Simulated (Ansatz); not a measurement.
**A constructed model of the (111) surface of fcc Pt, (√3x√3)R30° layer of Pb, one a cell, on the site that continues the host's stacking (bottom of the slab: a bare face, its two planes held)**

These are PBE (plane waves to 420 eV, PAW; Ansatz, a program for electronic structure) values and carry that method's errors.

Set-up: 19 atoms, 13.9 Å thick at the start; mesh 9x9x1; 0.1 eV smearing; dipole correction on; 6 atoms held, the rest relaxed; held to the start's symmetry, so lower structures may exist; no spin, no spin-orbit, no U. It is one candidate, not shown to be the stable structure of the face.

* **work function of the top face**: 3.73 eV
* **energy released by relaxation**: 0.23 eV
* **cost**: about 10 core-minutes (a rough figure)
